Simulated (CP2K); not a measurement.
Input and output of a self-consistent single point for SiO2 (P-31m, 36 atoms in the cell) (CP2K).

Method: LDA (Pade form), GPW, DZVP-MOLOPT-SR-GTH basis, GTH-PADE potentials (GTH_POTENTIALS) (CP2K).

This input was run:

```
&GLOBAL
  PROJECT sio2
  RUN_TYPE ENERGY_FORCE
  PRINT_LEVEL LOW
&END GLOBAL
&FORCE_EVAL
  METHOD Quickstep
  STRESS_TENSOR ANALYTICAL
  &DFT
    BASIS_SET_FILE_NAME BASIS_MOLOPT
    POTENTIAL_FILE_NAME GTH_POTENTIALS
    &QS
      METHOD GPW
      EPS_DEFAULT 1E-10
    &END QS
    &MGRID
      CUTOFF 450
      REL_CUTOFF 50
      NGRIDS 4
    &END MGRID
    &SCF
      SCF_GUESS ATOMIC
      EPS_SCF 1E-6
      MAX_SCF 100
      ADDED_MOS 30
      &DIAGONALIZATION
        ALGORITHM STANDARD
      &END DIAGONALIZATION
      &MIXING
        METHOD BROYDEN_MIXING
        ALPHA 0.4
        NBUFFER 8
        BETA 1
      &END MIXING
      &SMEAR ON
        METHOD GAUSSIAN
        SIGMA [eV] 0.01
      &END SMEAR
    &END SCF
    &KPOINTS
      SCHEME MACDONALD 2 2 5 0.25 0.25 0
    &END KPOINTS
    &XC
      &XC_FUNCTIONAL PADE
      &END XC_FUNCTIONAL
    &END XC
    &PRINT
      &MO
        EIGENVALUES T
        OCCUPATION_NUMBERS T
        NDIGITS 8
        FILENAME mo
        &EACH
          QS_SCF 0
        &END EACH
        ADD_LAST NUMERIC
      &END MO
      &MULLIKEN OFF
      &END MULLIKEN
    &END PRINT
  &END DFT
  &SUBSYS
    &CELL
      A 11.91730800 0.00000000 0.00000000
      B -5.95865400 10.32069200 0.00000000
      C 0.00000000 0.00000000 4.51378600
      PERIODIC XYZ
    &END CELL
    &COORD
      Si       6.92222794     5.56109847     3.53429444
      Si      -0.96357394     4.75959353     0.97949156
      Si       3.64014173     3.21427632     3.53429444
      Si       2.31851227     7.10641568     0.97949156
      Si       7.31359233     1.54531721     3.53429444
      Si      -1.35493833     8.77537479     0.97949156
      Si       4.60371567     1.54531721     0.97949156
      Si       1.35493833     8.77537479     3.53429444
      Si       4.99508006     5.56109847     0.97949156
      Si       0.96357394     4.75959353     3.53429444
      Si       8.27716627     3.21427632     0.97949156
      Si      -2.31851227     7.10641568     3.53429444
      O        4.43603914     4.31931281     0.00000000
      O        1.52261486     6.00137919     0.00000000
      O        5.95865400     1.68206638     0.00000000
      O       -0.00000000     8.63862562     0.00000000
      O        7.48126886     4.31931281     0.00000000
      O       -1.52261486     6.00137919     0.00000000
      O       -1.44175592     7.71285955     2.25689300
      O        7.40040992     2.60783245     2.25689300
      O       -0.00000000     5.21566491     2.25689300
      O        5.95865400     5.10502709     2.25689300
      O        1.44175592     7.71285955     2.25689300
      O        4.51689808     2.60783245     2.25689300
      O       -2.25529095     3.90627872     1.55973875
      O       -3.70336305     6.41441328     2.95404725
      O        3.70336305     6.41441328     1.55973875
      O        2.25529095     3.90627872     2.95404725
      O        4.51058190     0.00000000     1.55973875
      O        7.40672610     0.00000000     2.95404725
      O        3.30892995     1.91041169     0.00000000
      O        2.64972405     8.41028031     0.00000000
      O        8.60837805     1.91041169     0.00000000
      O       -2.64972405     8.41028031     0.00000000
      O        5.95865400     6.49986861     0.00000000
      O       -0.00000000     3.82082339     0.00000000
    &END COORD
    &KIND Si
      BASIS_SET DZVP-MOLOPT-SR-GTH-q4
      POTENTIAL GTH-PADE-q4
    &END KIND
    &KIND O
      BASIS_SET DZVP-MOLOPT-SR-GTH-q6
      POTENTIAL GTH-PADE-q6
    &END KIND
  &END SUBSYS
  &PRINT
    &FORCES ON
    &END FORCES
    &STRESS_TENSOR ON
    &END STRESS_TENSOR
  &END PRINT
&END FORCE_EVAL
```

The program printed (abridged):

```
 SCF WAVEFUNCTION OPTIMIZATION

  Step     Update method      Time    Convergence         Total energy    Change
     1 NoMix/Diag. 0.40E+00      -     1.61608941      -434.2564434137 -4.34E+02
     2 Broy./Diag. 0.40E+00      -     0.20570155      -406.2319506649  2.80E+01
     3 Broy./Diag. 0.40E+00      -     0.05754378      -432.2027914141 -2.60E+01
     4 Broy./Diag. 0.40E+00      -     0.03314723      -434.1343756312 -1.93E+00
     5 Broy./Diag. 0.40E+00      -     0.00570830      -433.7715994537  3.63E-01
     6 Broy./Diag. 0.40E+00      -     0.00196150      -433.9525726407 -1.81E-01
   [... lines left out ...]
    11 Broy./Diag. 0.40E+00      -     0.00018499      -433.8857753796  6.22E-03
    12 Broy./Diag. 0.40E+00      -     0.00009020      -433.8817863280  3.99E-03
    13 Broy./Diag. 0.40E+00      -     0.00004780      -433.8804016712  1.38E-03
    14 Broy./Diag. 0.40E+00      -     0.00000974      -433.8800267745  3.75E-04
    15 Broy./Diag. 0.40E+00      -     0.00001166      -433.8800023381  2.44E-05
    16 Broy./Diag. 0.40E+00      -     0.00000324      -433.8797254430  2.77E-04
    17 Broy./Diag. 0.40E+00      -     0.00000212      -433.8795808606  1.45E-04
    18 Broy./Diag. 0.40E+00      -     0.00000063      -433.8796184986 -3.76E-05
  *** SCF run converged in    18 steps ***

  Overlap energy of the core charge distribution:               0.00000017384694
  Self energy of the core charge distribution:              -1107.38253221391756
  Core Hamiltonian energy:                                    311.09659420413556
  Hartree energy:                                             461.10838760717621
  Exchange-correlation energy:                                -98.70206826983707
  Smearing free energy correction:                              0.00000000000000
  Fermi energy:                                                 0.09587784611511

  Total energy:                                              -433.87961849859596
  Total energy (extrapolated to sigma->0):                   -433.87961849859596

   [... lines left out ...]

 STRESS| Analytical stress tensor [bar]
 STRESS|                        x                   y                   z
 STRESS|      x       -1.20076007899E+05  -1.17317493983E+00  -4.05300907308E-02
 STRESS|      y       -1.17317493983E+00  -1.20077294409E+05   3.45372656805E-02
 STRESS|      z       -4.05300907308E-02   3.45372656805E-02  -1.27881951881E+05
 STRESS| 1/3 Trace                                            -1.22678418063E+05
```

The run converged in 18 iterations. For comparison: a first run was changed to give this one (lattice scaled by 1.015), and from it to this one the free energy rises by 40.0 meV/atom, the pressure goes from -6.54 to -12.27 GPa, the largest force goes from 0.752 to 1.466 eV/Å and the gap on the mesh goes from 5.773 to 5.228 eV.

The starting cell comes from a database of computed structures (which also holds hypothetical and non-ambient phases and stackings), without a prior relaxation at this level. For this run, on top of that: lattice scaled by 1.015. Values carry the incompleteness of an atom-centred basis. Forces in this geometry exceed 1 eV/Å.

Cost on one core of a shared machine: roughly 2 min.
